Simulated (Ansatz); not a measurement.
Mg2Sn, response to strain

Take Mg2Sn (space group Fm-3m, No. 225; relaxed with 0.1 eV smearing) as the base.

```
Mg2Sn
1.0
    0.00000     3.37356     3.37356
    3.37356     0.00000     3.37356
    3.37356     3.37356     0.00000
Mg Sn
2 1
Cartesian
  1.68678   1.68678   1.68678
  5.06035   5.06035   5.06035
  0.00000   0.00000   0.00000
```

Cartesian axes are those of the cell as printed.

Strains are applied to the cell and any free atomic positions relax; under biaxial strain the out-of-plane vector relaxes too.

The values are results of PBEsol (Ansatz, an electronic-structure program, PAW, without spin-orbit coupling), not measurements.

Candidates:
(a) biaxial strain −1.50 %, plane normal [001], relaxed out of plane
(b) biaxial strain −2.00 %, plane normal [001], relaxed out of plane
(c) biaxial strain −1.00 %, plane normal [001], relaxed out of plane
(d) biaxial strain −0.50 %, plane normal [001], relaxed out of plane
(e) biaxial strain −2.50 %, plane normal [001], relaxed out of plane

Q: Order them by out-of-plane strain, lowest first.

A: (d) biaxial strain −0.50 %, plane normal [001], relaxed out of plane (+0.36 %), (c) biaxial strain −1.00 %, plane normal [001], relaxed out of plane (+0.72 %), (a) biaxial strain −1.50 %, plane normal [001], relaxed out of plane (+1.09 %), (b) biaxial strain −2.00 %, plane normal [001], relaxed out of plane (+1.45 %), (e) biaxial strain −2.50 %, plane normal [001], relaxed out of plane (+1.82 %)

Whether these cells are dynamically stable was not tested.
